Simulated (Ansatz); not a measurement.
Take SiC (space group P6_3mc, No. 186; a = 3.078 Å, c = 10.076 Å) as the base.

One thing is altered: a hydrostatic pressure of 9 GPa.

Levels (all Ansatz, a first-principles code, PAW, earlier PAW set): PBEsol (420 eV, no spin-orbit coupling); PBEsol+SOC (420 eV, noncollinear with spin-orbit coupling).

The geometry is relaxed with PBEsol.

| Item | Value |
|---|---|
| PBEsol lowest conduction level above the VBM at special points | M 2.13 eV; L 2.56 eV; H 3.13 eV; K 3.87 eV |
| PBEsol pressure | 9.00 GPa |
| PBEsol valence-band top at Γ | 0.00, 0.00, -0.05 eV |

Q: What does PBEsol+SOC give at this geometry for the lowest conduction level above the VBM at special points, pressure and valence-band top at Γ?

A: The lowest conduction level above the VBM at special points becomes M 2.12 eV; L 2.55 eV; H 3.12 eV; K 3.87 eV (PBEsol: M 2.13 eV; L 2.56 eV; H 3.13 eV; K 3.87 eV); the pressure stays 9.00 GPa; the valence-band top at Γ (three highest Kramers pairs, from the VBM) goes from 0.00, 0.00, -0.05 eV to 0.00, -0.01, -0.06 eV.

Single points use the geometry relaxed with PBEsol. The spin-orbit shifts are approximate. The levels and masses belong to the bands next to the band gap. Load acts through the strain it causes; cell and atoms are relaxed under it. Whether these cells are dynamically stable was not tested. No other phases were tried under pressure.
